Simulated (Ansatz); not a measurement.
## Effect of biaxial strain −0.73 %, plane normal [001], relaxed out of plane on SnO

The parent structure is SnO in the litharge type structure (space group P4/nmm, No. 129; a = 3.836 Å, c = 4.757 Å; layered, stacked along the Cartesian z axis). Axes: x, y, z lie along a, b, c of the conventional cell.

It is then changed as follows: biaxial strain −0.73 %, plane normal [001], relaxed out of plane (Cartesian); in-plane vectors clamped, the third vector and the atoms free.

The values are results of Ansatz (a first-principles code), PBE-D3(BJ), PAW, cutoff 420 eV, without spin-orbit coupling, earlier PAW set, not measurements. Γ-centred 12×12×10 mesh, Fermi–Dirac width 0.05 eV.

| quantity | base | changed | shift |
|---|---|---|---|
| volume per atom | 17.50 Å³ | 17.33 Å³ | -0.17 Å³ |
| space group | P4/nmm (No. 129) | P4/nmm (No. 129) | – |
| shortest interatomic distance | 4.234 bohr | 4.221 bohr | -0.013 bohr |
| band gap | zero | zero | – |
| out-of-plane strain (rough) | – | +0.48 % | – |
| mean in-plane stress (compression positive) (rough) | – | +1.2 GPa | – |

Without a gap, meshes like the base's 12×12×10 leave anisotropic stresses uncertain by several tenths of a GPa, and small strain energies with them. Whether these cells are dynamically stable was not tested. All final runs are without spin polarisation. The zero or small gap of SnO can change with the level of theory.
